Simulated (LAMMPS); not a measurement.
Liquid films of Ni at 1730 K.

Interatomic potentials used:
- EAM-type CuNi.eam.alloy: classical MD, pair style eam/alloy, file CuNi.eam.alloy (LAMMPS); Onat and Durukanoglu, J Phys Cond Matt, 26, 035404 (2014)
- EAM-type Ni.adp: classical MD, pair style adp, file Ni.adp (LAMMPS); Mishin et al, Acta Mater, 53, 4029 (2005)
- EAM-type NiAlH_jea.eam.alloy: classical MD, pair style eam/alloy, file NiAlH_jea.eam.alloy (LAMMPS); Moody and Baskes, Modell Sim Mater Sci Eng, 3, 289-307 (1995)
- EAM-type smf7: classical MD, pair style eam, the elements' _smf7.eam files (smf7) (LAMMPS); Foiles, Phys Rev B 32, 7685 (1985)
- EAM-type universal-3 set of Foiles, Baskes and Daw: classical MD, pair style eam, the elements' _u3.eam files (universal-3 set of Foiles, Baskes and Daw) (LAMMPS); Foiles et al, Phys Rev B, 33, 7983 (1986)
- MEAM MoCoNiVFeAlCr_2nn.meam: classical MD, pair style meam, file MoCoNiVFeAlCr_2nn.meam (LAMMPS); Wang, J., Kwon, H., Kim, H.S. et al. A neural network model for high entropy alloy design. npj Comput Mater 9, 60 (2023).
- MEAM Ni.meam: classical MD, pair style meam, file Ni.meam (LAMMPS)
- MEAM library.meam-Ni: classical MD, pair style meam, file library.meam (library.meam-Ni) (LAMMPS); Baskes, Phys Rev B, 46, 2727-2742 (1992)

```csv
potential,surface tension,excess energy,rough cost (ms per atom and simulated ps)
EAM-type CuNi.eam.alloy,2.74 ± 0.04 N/m,3.1 J/m²,1 to 3
EAM-type Ni.adp,1.46 ± 0.02 N/m,1.8 J/m²,1 to 3
EAM-type NiAlH_jea.eam.alloy,1.71 ± 0.03 N/m,2.0 J/m²,1 to 3
EAM-type smf7,1.02 ± 0.03 N/m,1.5 J/m²,0.3 to 1
"EAM-type universal-3 set of Foiles, Baskes and Daw",0.86 ± 0.03 N/m,1.3 J/m²,0.3 to 1
MEAM MoCoNiVFeAlCr_2nn.meam,0.98 ± 0.03 N/m,1.6 J/m²,3 to 10
MEAM Ni.meam,0.87 ± 0.03 N/m,1.7 J/m²,1 to 3
MEAM library.meam-Ni,1.21 ± 0.05 N/m,1.8 J/m²,3 to 10
```

Costs are rough: whole-run CPU time with set-up and analysis, from shared machines, in bands a factor of about three wide.

Caution (row EAM-type Ni.adp): this liquid lies under the melting point of about 1800 K that EAM-type Ni.adp gives, so it is undercooled.

Caution (row EAM-type smf7): this liquid lies under the melting point of about 1810 K that EAM-type smf7 gives, so it is undercooled.

Caution (row MEAM MoCoNiVFeAlCr_2nn.meam): this liquid lies under the melting point of about 2030 K that MEAM MoCoNiVFeAlCr_2nn.meam gives, so it is undercooled.

Caution: the potential MEAM library.meam-Ni is a first-neighbour MEAM set with a 4 Å cutoff, used here without a parameter file and away from the static properties it was fitted to.

Caution (row MEAM library.meam-Ni): this liquid lies under the melting point of about 2130 K that MEAM library.meam-Ni gives, so it is undercooled.

The ± values are statistical; the model's systematic error is not in them.
